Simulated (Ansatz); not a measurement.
Results of LDA in Ansatz (plane waves, PAW) for A15 Cr3Ga (cell taken from a computed entry).

Settings: plane-wave cutoff 500 eV, 12×12×12 k mesh, Fermi–Dirac smearing 0.1 eV, no spin polarisation, scalar-relativistic PAW data made under PBE.

Computed at the level's own relaxed cell.

Q: Give the computed volume per atom and equilibrium lattice constant a.

A: 
- volume per atom = 11.33 Å³/atom
- equilibrium lattice constant a = 4.492 Å

The run finds no gap.

Note: the relaxation could not lower the start's symmetry, so the cell can be a saddle point above a distorted one.

Computed values are for the static lattice.

Ansatz is a quantum-chemistry and plane-wave program.
